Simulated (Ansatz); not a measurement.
Output of an Ansatz run (abridged):

```
WARN ansatz: RAYON_NUM_THREADS=1 ignored (pool sized by the plan → 1); use --threads N
Pseudopotentials: kind: paw
Pseudopotential: Sn, paw, valence charge 14
Crystal: 1 atoms, lattice volume = 26.961 Å³
Basis set: ecut = 420 eV, 531 PW (Γ)
Bands: 11, of which v1, the nominal top of the filled ones, is band 7 counted from 1 (6 counted from 0)
Symmetry: 48 space group operations
Space group: Im-3m (ITA 229), of the structure as read, at distance tolerance 3.0e-5 Å
k-points: 72 of 1728
PAW frozen core: Sn, regenerated for the run's functional, and the local potential with it
Initial density: superposition of atomic densities (neutral atoms: chi_scale 0, normalization atom), corrected by the library's trained network
Initial wavefunctions: pseudopotential atomic-orbital guess
Eigensolver: davidson
Functional: x = slater, c = lda
SCF iter   1: F=—  HF=-5879.478609 eV  |F-HF|=—  |Δ(HF+E_count)|=         —  Δρ=6.49e-3  dr2=5.14e-3  ethr=1.77e-3  ⟨swp⟩=5.0  Hψ=4613  notcnv=0
all-band conjugate gradients solve this SCF's bands
preconditioner: auto → none
SCF iter   2: F=—  HF=-5879.475673 eV  |F-HF|=—  |Δ(HF+E_count)|=   2.94e-3  Δρ=2.38e-3  dr2=7.30e-4  ethr=3.67e-5  ⟨swp⟩=2.0  Hψ=1555  notcnv=0
SCF iter   3: F=—  HF=-5879.475445 eV  |F-HF|=—  |Δ(HF+E_count)|=   2.27e-4  Δρ=1.90e-4  dr2=1.18e-5  ethr=5.21e-6  ⟨swp⟩=2.5  Hψ=1240  notcnv=0
SCF iter   4: F=—  HF=-5879.475444 eV  |F-HF|=—  |Δ(HF+E_count)|=   1.52e-6  Δρ=1.09e-4  dr2=2.88e-6  ethr=8.43e-8  ⟨swp⟩=2.0  Hψ=1276  notcnv=0
iter 5 did not close the SCF: its close was put off for the readings that it lacked (scf_convergence_deferred on its scf_iter line)
SCF iter   5: F=-5879.475442 eV  HF=-5879.475442 eV  |F-HF|=4.15e-8  |Δ(HF+E_count)|=   2.02e-6  Δρ=1.21e-5  dr2=3.53e-8  ethr=2.06e-8  ⟨swp⟩=2.0  Hψ=1280  notcnv=0
SCF iter   6: F=-5879.475442 eV  HF=-5879.475442 eV  |F-HF|=6.22e-10  |Δ(HF+E_count)|=   2.06e-8  Δρ=1.58e-6  dr2=5.24e-10  ethr=2.52e-10  ⟨swp⟩=3.2  Hψ=3053  notcnv=0
SCF 1 converged in 6 iterations: F = -5879.475442 eV  dr2 = 5.24e-10
SCF converged after 6 iterations
Free energy (F): -5879.475442 eV
Harris-Foulkes:  -5879.475442 eV  (|F-HF|=6.22e-10)
Internal energy: -5879.473157 eV  (E = F + TS)
E sigma→0 (E₀):  -5879.474300 eV
Entropy (-TS):   -0.002285 eV (-2.285 meV/atom)
Fermi energy:    10.652387 eV
--- Per-component energies (eV) ---
  E_band       = -83.177906
  E_kinetic    = 187.208206
  E_local      = -822.914854  (includes V_loc(G=0)·N_el)
  E_nonlocal   = -28.358386
  E_hartree    = 516.192258
  E_xc         = -379.410637
  E_vxc        = -98.972184  (∫ρ·V_xc dr)
  E_paw        = -3993.257246  (= ΣΔE_a)
  E_vpaw       = -352.526214  (= ΣTr[D̂ρ^β])
  E_aug_tail   = -0.000000  (compensation charges beyond the density's cutoff)
  E_ewald      = -1359.357396
  E_core_change = 0.424898  (= ΣΔE_core)
  E_smearing   = -0.002285  (= −TS)
  E_closure    = 0.000000  (closes the sum)
  Σ components = -5879.475442   (vs F -5879.475442, Δ=0.00e0)
--- Forces (eV/Å), atoms counted from 1 ---
  atom   1  Sn    -0.00000000     0.00000000    -0.00000000
  max |Σ_I F_I| component: 1.31e-30 eV/Å
--- Stress (GPa, compression-positive) ---
       -3.178478       0.000000       0.000000
       -0.000000      -3.178478      -0.000000
        0.000000       0.000000      -3.178478
  P = ⅓ Tr σ = -3.1785 GPa (-31.785 kbar)
  The stress holds the Pulay correction. Without it, at fixed plane waves, as pw.x and ABINIT print it: P = -3.2052 GPa
--- Band table (eV; the first three rows and the last of 72) ---
  k-point 0: bands = ["-10.8197", "-10.8197", "-10.8197", "-10.6753", "-10.6753", "-0.5436", "18.5259", "18.5259", "18.5259", "22.8709", "22.8709"]
  k-point 1: bands = ["-10.8229", "-10.8151", "-10.8046", "-10.6789", "-10.6757", "-0.3916", "17.2793", "17.9606", "18.3330", "21.5321", "21.8484"]
  k-point 2: bands = ["-10.8316", "-10.8039", "-10.7631", "-10.6874", "-10.6769", "0.0649", "14.7697", "16.8516", "17.8081", "20.4401", "20.8230"]
  k-point 71: bands = ["-10.8404", "-10.8404", "-10.6101", "-10.6101", "-10.6101", "8.0138", "10.1360", "10.1360", "10.1360", "14.6009", "14.6009"]
```

The structure:

```xyz
1
Lattice="-1.8890 1.8890 1.8890 1.8890 -1.8890 1.8890 1.8890 1.8890 -1.8890" Properties=species:S:1:pos:R:3 pbc="T T T"
Sn     0.0000     0.0000     0.0000
```

Write an input that gives this output.

Other spellings and defaults could give the same log, and not every line can be read from it. The input that was run (DFT, LDA (PW92), plane waves, default PAW files made with PBE):

Ansatz 0.2 input:
```yaml
# Sn
crystal:
  lattice:
    - [-1.88896600, 1.88896600, 1.88896600]
    - [1.88896600, -1.88896600, 1.88896600]
    - [1.88896600, 1.88896600, -1.88896600]
  atoms:
    - { symbol: Sn, position: [0.00000000, 0.00000000, 0.00000000] }
basis:
  ecutwfc: 420.0
kpoints:
  mp_grid: { grid: [12, 12, 12] }
hamiltonian:
  xc: lda
  pseudopotentials: { kind: paw }
scf:
  occupations: { method: gaussian, width: 0.1 }
output:
  forces: true
  eigenvalues: true
  stress: true
```

The starting cell comes from a database of computed structures (which also holds hypothetical and non-ambient phases and stackings), without a prior relaxation at this level. Its lattice was rescaled by up to half a per cent. With a pressure of about -3 GPa the cell is away from its equilibrium volume at this level. Ansatz's pressure includes its estimate of the finite-basis (Pulay) stress.

Ansatz is a program for electronic structure.
